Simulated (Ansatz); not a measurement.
V3Mo (Fm-3m), PBEsol, DFPT electron-phonon coupling, linearised Boltzmann equation in Ansatz (a first-principles code): λ = 0.849, ħω_log = 18.3 meV.

Task: Evaluate Tc = (ω_log/1.2) exp[−1.04(1+λ)/(λ − μ*(1+0.62λ))] at μ* = 0.12 and set it beside the Eliashberg results.

Result: ω_log = 212 K and the exponent is −2.89, so Tc ≈ 9.85 K. With Allen and Dynes's correction factors the run gives 10.3 K; the anisotropic Eliashberg equations give Tc 9.6 K (μ* referred to 23 meV).

A metal at this level (no band gap). The phonons are harmonic. Spin-orbit coupling is left out. Spin fluctuations, which work against superconductivity with these elements, are left out. For metals of groups 4 to 10, Tc at these values of μ* can lie well above the measured one. Halving the electron mesh (24x24x24) moves the coupling by up to 1 %, Tc by up to 3 %. Smearing 0.20 eV; phonons on a 4x4x4 q mesh, which this run doesn't test.

Computed structure with no diffraction record at hand here (it may be known, metastable or hypothetical): V3Mo (Fm-3m). Treated as nonmagnetic (a ferromagnetic start lost its moment, other orders weren't tried): V3Mo (Fm-3m).
